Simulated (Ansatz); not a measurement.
BeS under load (space group I-4m2), r2SCAN with spin-orbit coupling, rigid bands in Ansatz (a quantum-chemistry and plane-wave program). Condition of this run: uniaxial stress zz = 2 GPa (compression positive) (the target of the relaxation). Band gap 3.38 eV, N_c = 6.66e18 cm⁻³ and N_v = 1.60e19 cm⁻³ at 300 K, conductivity masses along z (a = (0.00, 2.45, 2.40) Å; b = (2.45, 0.00, 2.40) Å; c = (2.45, 2.45, 0.00) Å) of 0.768 mₑ (electrons) and 0.700 mₑ (holes). Take k_BT = 0.02585 eV.

**Question.** Find the intrinsic carrier density and the intrinsic Fermi level.

**Answer.** n_i = √(N_c N_v) exp(−E_g/2k_BT) = 1.03e19 × exp(−65.37) = 4.2e-10 cm⁻³. The level lies (k_BT/2) ln(N_v/N_c) = 11 meV from mid-gap (positive towards the conduction band). Each 0.1 eV added to the gap lowers n_i by a factor of 6.9.

**Question.** What thermal injection velocity √(2k_BT/πm) limits a ballistic channel along the direction named?

**Answer.** 6.14e6 cm/s for electrons and 6.43e6 cm/s for holes, a ratio of √(m_h/m_e) = 0.955, for dilute carriers.

**Question.** A film of it is 8 nm thick, with its normal along the direction named. Estimate the confinement energies in an infinite well.

**Answer.** ħ²π²/(2m t²) = 0.376 eV·nm²/(m/mₑ × t²) gives 7.65 meV for electrons and 8.39 meV for holes, so the gap would widen to about 3.40 eV. Finite barriers and nonparabolic bands lower this, and with several valleys or bands the heaviest mass along the normal sets the lowest level, not this average.

Rigid bands with the computed gap; masses take one relaxation time for all states.
